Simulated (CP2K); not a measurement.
Band structure of ZrIn3 (I4/mmm, 4 atoms in the cell).

```
CELL_PARAMETERS angstrom
      5.83322     0.00000     0.00000
      2.66327     5.18974     0.00000
     -4.24824    -2.59487     3.04064
ATOMIC_POSITIONS crystal
  Zr 0.00000 0.00000 0.00000
  In 0.25000 0.75000 0.50000
  In 0.75000 0.25000 0.50000
  In 0.50000 0.50000 0.00000
```

Level of theory: PBEsol, GPW, DZVP-MOLOPT-SR-GTH basis, GTH-PBE potentials (GTH_POTENTIALS) (CP2K).

Settings: CUTOFF = 500 Ry; REL_CUTOFF = 40 Ry; SMEAR/METHOD = FERMI_DIRAC; ELECTRONIC_TEMPERATURE = 1160.45 K; KPOINTS/SCHEME = MONKHORST-PACK 7 7 7; XC_FUNCTIONAL = PBE:PBESOL; Zr/BASIS_SET = DZVP-MOLOPT-SR-GTH; Zr/POTENTIAL = GTH-PBE-q12; In/BASIS_SET = DZVP-MOLOPT-SR-GTH; In/POTENTIAL = GTH-PBE-q13; METHOD = GPW; EPS_DEFAULT = 1e-10; EXTRAPOLATION = USE_GUESS; NGRIDS = 5.

The starting cell comes from a database of computed structures (which also holds hypothetical and non-ambient phases and stackings), without a prior relaxation at this level. Its lattice was rescaled by a random factor within 2.5 % of one. Values carry the incompleteness of an atom-centred basis. The potentials were made for another functional than the one used.

Levels in eV from the Fermi level, bands 23 to 28:
```csv
point,23,24,25,26,27,28
Γ,-1.18,-1.18,-1.11,-0.13,1.38,1.87
X,-3.33,-2.36,-2.28,-1.04,1.98,2.01
Y,-3.15,-2.15,-1.60,-0.92,1.47,2.18
S,-1.18,-0.89,-0.59,0.63,0.77,1.59
Z,-0.99,-0.99,-0.19,1.02,1.02,1.37
S1,-1.18,-0.89,-0.59,0.63,0.77,1.59
N,-3.38,-1.19,-0.36,0.51,1.65,2.38
P,-3.80,-1.74,-1.74,-1.43,1.39,2.01
Y1,-3.15,-2.15,-1.60,-0.92,1.47,2.18
```

Bands cross the Fermi level along this path, so the cell is metallic at this level.

Higher empty bands are left out: an atom-centred basis made for the valence describes them poorly.
